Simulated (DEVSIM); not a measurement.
Device: GaP n-i-p diode, at 250 K.

| layer (left to right) | material | thickness (μm) | Nd (cm⁻³) | Na (cm⁻³) | τn (s) | τp (s) |
|---|---|---|---|---|---|---|
| 1 | GaP | 0.540 | 2.1e18 | - | 2.9e-6 | 2.9e-6 |
| 2 | GaP | 2.80 | - | 5.2e11 | 2.9e-6 | 2.9e-6 |
| 3 | GaP | 1.70 | - | 6.2e18 | 2.9e-6 | 2.9e-6 |

Left contact: ohmic. Right contact: ohmic. Voltage is applied to the left contact. Recombination: SRH at mid-gap, Auger. Mobility is μmin + (μ − μmin)/(1 + (N/Nref)^α).

Constants are typed, rounded textbook-type inputs, not results; the design itself was drawn at random and stands for no fabricated device. Values at 300 K; Nc and Nv go as T^1.5, mobilities as T to minus their exponent, the gap by Varshni's rule with the affinity fixed.

```
parameter             GaP
----------------  -------
gap (eV)             2.26
affinity (eV)         3.8
permittivity         11.1
Nc (cm⁻³)          1.8e19
Nv (cm⁻³)          1.9e19
μn (cm²/Vs)           250
μp (cm²/Vs)           150
μn,min                 10
μp,min                 10
Nref,n             4.4e18
Nref,p               1e18
αn                    0.8
αp                   0.85
T exponent of μn      1.6
T exponent of μp     1.98
Cn (cm⁶/s)          1e-30
Cp (cm⁶/s)          1e-30
Varshni α (eV/K)  0.00058
Varshni β (K)         372
```

Model (solved in DEVSIM): 1D drift-diffusion, Boltzmann statistics, complete ionisation; no tunnelling, impact ionisation, image-force lowering or self-heating.

Tabulate band edges, carrier densities and field at -2.05 V on the left contact.

Energies count from the Fermi level of the right contact; mesh points crowd at the junctions.

| x (μm) | Ec (eV) | Ev (eV) | n (cm⁻³) | p (cm⁻³) | field (V/cm) |
|---|---|---|---|---|---|
| 0.000 | 2.090 | -0.189 | 2.1e18 | < 1e2 | ≈ 0 |
| 0.03339 | 2.090 | -0.189 | 2.1e18 | 1.3e14 | ≈ 0 |
| 0.1140 | 2.090 | -0.189 | 2.1e18 | 4.4e14 | ≈ 0 |
| 0.2808 | 2.090 | -0.189 | 2.1e18 | 1.1e15 | ≈ 0 |
| 0.4726 | 2.090 | -0.189 | 2.1e18 | 1.8e15 | ≈ 0 |
| 0.5265 | 2.091 | -0.189 | 2.1e18 | 2.1e15 | 470 |
| 0.5521 | 2.150 | -0.129 | 1.3e17 | 3.4e16 | 15000 |
| 0.6371 | 2.165 | -0.115 | 6.6e16 | 6.6e16 | ≈ 0 |
| 0.8093 | 2.165 | -0.115 | 6.7e16 | 6.7e16 | ≈ 0 |
| 1.254 | 2.165 | -0.115 | 6.7e16 | 6.7e16 | ≈ 0 |
| 2.199 | 2.164 | -0.115 | 6.7e16 | 6.7e16 | ≈ 0 |
| 3.014 | 2.164 | -0.115 | 6.8e16 | 6.8e16 | ≈ 0 |
| 3.225 | 2.164 | -0.115 | 6.8e16 | 6.8e16 | ≈ 0 |
| 3.307 | 2.166 | -0.113 | 6.2e16 | 7.5e16 | 2200 |
| 3.349 | 2.261 | -0.018 | 7.5e14 | 6.2e18 | 330 |
| 3.397 | 2.261 | -0.018 | 7.2e14 | 6.2e18 | ≈ 0 |
| 3.517 | 2.261 | -0.018 | 6.6e14 | 6.2e18 | ≈ 0 |
| 3.799 | 2.261 | -0.018 | 5.3e14 | 6.2e18 | ≈ 0 |
| 4.582 | 2.261 | -0.018 | 1.9e14 | 6.2e18 | ≈ 0 |
| 4.871 | 2.261 | -0.018 | 7.1e13 | 6.2e18 | ≈ 0 |
| 4.984 | 2.261 | -0.018 | 2.3e13 | 6.2e18 | ≈ 0 |
| 5.040 | 2.261 | -0.018 | < 1e2 | 6.2e18 | ≈ 0 |
